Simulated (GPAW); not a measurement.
Input and output of a self-consistent single point for Zn7Mo (Fm-3m, 8 atoms in the cell) (GPAW).

Method of the run: LDA (Perdew-Wang 92), GPAW PAW datasets LDA (gpaw-data 1.0.1) (plane waves; GPAW 25.7.0).

```
CELL_PARAMETERS angstrom
      0.00000     3.79371     3.79371
      3.79371     0.00000     3.79371
      3.79371     3.79371     0.00000
ATOMIC_POSITIONS crystal
  Zn 0.00000 0.00000 0.50000
  Zn 0.50000 0.50000 0.00000
  Zn 0.50000 0.00000 0.00000
  Zn 0.00000 0.50000 0.50000
  Zn 0.00000 0.50000 0.00000
  Zn 0.50000 0.00000 0.50000
  Zn 0.50000 0.50000 0.50000
  Mo 0.00000 0.00000 0.00000
```

Reference input (self-consistent single point, DFT LDA (Perdew-Wang 92), plane waves, GPAW PAW datasets LDA (gpaw-data 1.0.1)): mode = pw; ecut = 800 eV; xc = LDA; kpts = 4 4 4; mesh shift (steps) = 0 0 0; occupations.name = methfessel-paxton; occupations.width = 0.05 eV; occupations.order = 1; nbands = -14; convergence.density = 1e-05 e/electron; convergence.energy = 1e-05 eV/electron; symmetry.symmorphic = false. This run's input differs from it in these lines:

```diff
@@ -20,4 +20,4 @@
             xc='LDA',
-            kpts={'size': (4, 4, 4), 'gamma': True},
-            occupations={'name': 'methfessel-paxton', 'width': 0.05, 'order': 1},
+            kpts=(5, 5, 5),
+            occupations={'name': 'methfessel-paxton', 'width': 0.1, 'order': 1},
             nbands=-14,
```

The program printed (abridged):

```
     iter     time        total  log10-change:
                         energy   eigst   dens
iter:   1 --:--:--   -27.563626
iter:   2 --:--:--   -27.882573   -0.06  -1.46
iter:   3 --:--:--   -26.903030   -0.93  -1.47
iter:   4 --:--:--   -27.053254   -0.99  -1.61
iter:   5 --:--:--   -26.893131   -2.29  -1.97
   [... 2 lines left out ...]
iter:   8 --:--:--   -26.582382   -2.23  -2.42
iter:   9 --:--:--   -26.539436   -2.55  -2.59
iter:  10 --:--:--   -26.535380   -4.18  -3.06
iter:  11 --:--:--   -26.535295   -4.91  -3.42
iter:  12 --:--:--   -26.536184c  -4.41  -3.41
iter:  13 --:--:--   -26.535741c  -3.92  -3.34
iter:  14 --:--:--   -26.535233c  -4.94  -3.50
iter:  15 --:--:--   -26.535275c  -5.29  -3.85
iter:  16 --:--:--   -26.535187c  -5.60  -3.87
iter:  17 --:--:--   -26.535185c  -6.93  -4.27
iter:  18 --:--:--   -26.535183c  -7.70c -4.40
iter:  19 --:--:--   -26.535183c  -7.43c -4.49
iter:  20 --:--:--   -26.535191c  -7.93c -4.63
iter:  21 --:--:--   -26.535189c  -7.73c -4.83
iter:  22 --:--:--   -26.535188c  -8.17c -5.09c
Converged after 22 iterations.

Dipole moment: (-0.000000, -0.000000, -0.000000) |e|*Ang

Energy contributions relative to reference atoms: (reference = -451535.124964)

Kinetic:        -20.743458
Potential:      +29.959110
External:        +0.000000
XC:             -35.284044
Entropy (-ST):   -0.003291
Local:           -0.464601
SIC:             +0.000000
--------------------------
Free energy:    -26.536285
Extrapolated:   -26.535188

Showing only first 2 kpts
 Kpt  Band  Eigenvalues  Occupancy
  0    47      7.20053    2.00000
  0    48      7.20053    2.00000
  0    49      7.91921    2.01177
  0    50      7.91921    2.01177

  1    47      7.23660    2.00000
  1    48      7.63790    2.00000
  1    49      8.02764    2.05172
  1    50      8.19873    0.07769

Fermi level: 8.12836

No gap
   [... lines left out ...]
  2 Zn   -0.00000    0.00000    0.00000
  3 Zn    0.00000    0.00000    0.00000
  4 Zn    0.00000    0.00000    0.00000
  5 Zn    0.00000    0.00000    0.00000
  6 Zn    0.00000    0.00000    0.00000
  7 Mo    0.00000    0.00000    0.00000

Stress tensor:
     0.007427     0.000000     0.000000
     0.000000     0.007427     0.000000
     0.000000     0.000000     0.007427
Stress (GPa, Voigt): [1.1899 1.1899 1.1899 0.     0.     0.    ]
```

The run converged in 22 iterations. GPAW prints stress with tension positive. Against the reference run the free energy drops by 25.5 meV/atom and the pressure goes from -1.05 to -1.19 GPa.

The starting cell comes from a database of computed structures (which also holds hypothetical and non-ambient phases and stackings), without a prior relaxation at this level. Its lattice was rescaled by a random factor within 2.5 % of one. Spin polarisation is off.

Cost on one core of a shared machine: roughly 3 min.
